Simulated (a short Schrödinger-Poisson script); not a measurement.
**MOS inversion layer, Al2O3 on p-type Ge(100)**

System: MOS inversion layer, Al2O3 on p-type Ge(100), at 300 K.

```csv
layer,material,thickness (nm),Na (cm⁻³)
1,Al2O3,6.4,-
2,Ge,640,8.4e17
```

Constants are typed, rounded textbook-type inputs, not results; the design itself was drawn at random and stands for no fabricated device. Al2O3: permittivity 9, conduction-band edge (eV) 2.65, gap (eV) 6.8, electron mass (mₑ) 0.3. Ge: permittivity 16, conduction-band edge (eV) 0, gap (eV) 0.664, Nv at 300 K (cm⁻³) 6e18.

Channel valleys (confinement mass, in-plane density-of-states mass, number): L4 0.12, 0.295, 4. At the gate the conduction-band edge of layer 1 lies 2.98 eV − eVg above the Fermi level of the channel; the field vanishes at the back. Gaps are held at their typed values at every temperature. Mesh 0.03 nm at interfaces.

Solved with a short Schrödinger-Poisson script written for these runs: 1D Poisson equation in equilibrium, electrons quantum, Hartree (BenDaniel-Duke, 12 states a valley, the channel's in-plane mass for all, wave functions ending at the dielectric), parabolic valleys, classical holes, full ionisation, no traps, pinning or gate leakage.

| Vg (V) | electrons (cm⁻²) | C (μF/cm²) | L4 E0 (meV) | L4 E1 (meV) |
|---|---|---|---|---|
| 0.3 | 1.22e6 | 0.392 | 419.7 | 498.7 |
| 0.4 | 1.17e7 | 0.364 | 360.5 | 448.5 |
| 0.5 | 1.29e8 | 0.341 | 298.0 | 394.0 |
| 0.6 | 1.57e9 | 0.326 | 233.2 | 336.1 |
| 0.7 | 1.94e10 | 0.358 | 168.0 | 277.2 |
| 0.8 | 1.57e11 | 0.580 | 113.8 | 228.3 |
| 0.9 | 5.18e11 | 0.790 | 82.5 | 201.1 |
| 1 | 1.01e12 | 0.886 | 64.8 | 186.8 |
| 1.1 | 1.56e12 | 0.934 | 52.9 | 178.0 |
| 1.2 | 2.14e12 | 0.962 | 44.1 | 172.1 |
| 1.3 | 2.74e12 | 0.982 | 37.1 | 167.9 |
| 1.4 | 3.36e12 | 0.996 | 31.2 | 164.7 |
| 1.5 | 3.98e12 | 1.01 | 26.1 | 162.2 |
| 1.6 | 4.61e12 | 1.02 | 21.7 | 160.1 |
| 1.7 | 5.25e12 | 1.02 | 17.6 | 158.5 |
| 1.8 | 5.89e12 | 1.03 | 13.9 | 157.2 |
| 1.9 | 6.53e12 | 1.04 | 10.5 | 156.0 |
| 2 | 7.18e12 | 1.04 | 7.3 | 155.1 |
| 2.1 | 7.84e12 | 1.05 | 4.4 | 154.3 |

Gate voltages with under 1e6 electrons/cm² are left out.

Subbands count from the Fermi level.

Only the L valleys are kept; under strong confinement the Δ valleys of Ge fill too.
